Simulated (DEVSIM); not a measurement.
System: W/SiO2/n-Si capacitor, at 400 K.

```tsv
layer (left to right)	material	thickness (nm)	Nd (cm⁻³)
1	SiO2	1.60	-
2	Si	13000	1.9e15
```

Metal gate on the left, work function 4.6 eV. Fixed charge at the semiconductor interface 3.5e10 cm⁻² (in units of +e); interface traps 3.6e10 cm⁻² eV⁻¹, uniform in energy, neutral level at 0.5 of the gap above the valence band.

The device is made up for the run: typed textbook-type constants, with dimensions and the other settings drawn at random. Values at 300 K; Nc and Nv go as T^1.5, mobilities as T to minus their exponent, the gap by Varshni's rule with the affinity fixed.

```
parameter         SiO2        Si
----------------  ----  --------
gap (eV)             9     1.124
affinity (eV)      0.9      4.05
permittivity       3.9      11.7
Nc (cm⁻³)            -   2.86e19
Nv (cm⁻³)            -    3.1e19
Varshni α (eV/K)     -  0.000473
Varshni β (K)        -       636
```

Model (solved in DEVSIM): 1D Poisson equation in equilibrium, Boltzmann statistics, complete ionisation; no quantum confinement or tunnelling. Metal contacts follow the ideal Schottky-Mott rule: no Fermi-level pinning, no interface dipoles.

The interface trap density was swept, all else fixed.

```
interface trap density (cm^-2 eV^-1)  minimum of the low-frequency capacitance (μF/cm²)  threshold voltage (band bending 2φF) (V)  flat-band voltage (V)
------------------------------------  -------------------------------------------------  ----------------------------------------  ---------------------
0                                                                                0.0254                                     -0.21                   0.20
1e10                                                                             0.0269                                     -0.21                   0.20
3.6e10                                                                           0.0310                                     -0.21                   0.20
1e11                                                                             0.0409                                     -0.21                   0.20
3e11                                                                             0.0714                                     -0.21                   0.21
1e12                                                                              0.171                                     -0.22                   0.22
2e12                                                                              0.299                                     -0.24                   0.23
```

From the first row to the last the minimum of the low-frequency capacitance goes from 0.0254 to 0.299. From the first row to the last the threshold voltage (band bending 2φF) goes from -0.21 to -0.24.
